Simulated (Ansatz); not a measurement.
# Effect of uniaxial stress, 5 GPa compression along x on TaC

Take TaC in the rock salt structure (space group Fm-3m, No. 225; a = 4.4400 Å; relaxed with 0.1 eV smearing) as the base. Axes: x, y, z lie along the cube axes.

It is then changed as follows: uniaxial stress, 5 GPa compression along x; all other stress components relax to zero.

Calculations: Ansatz (an electronic-structure program), PBEsol, PAW, cutoff 420 eV, spin-orbit coupling left out. Settings: 22×22×22 k-points, 0.1 eV Fermi–Dirac smearing.

The volume per atom drops by 0.05 Å³ (10.94 Å³ → 10.89 Å³) and the space group changes from Fm-3m (No. 225) to I4/mmm (No. 139). The energy grows by 1.1 meV/atom and the band gap remains zero. The strain response (xx, yy, zz) comes out as (−0.64, +0.09, +0.09) % and the secant Young's modulus along x amounts to 780 GPa. The mean lateral Poisson ratio is 0.14.

Beyond what the load breaks, stability against distortions was not tested. The final runs are not spin-polarised. An odd electron count without spin: TaC.
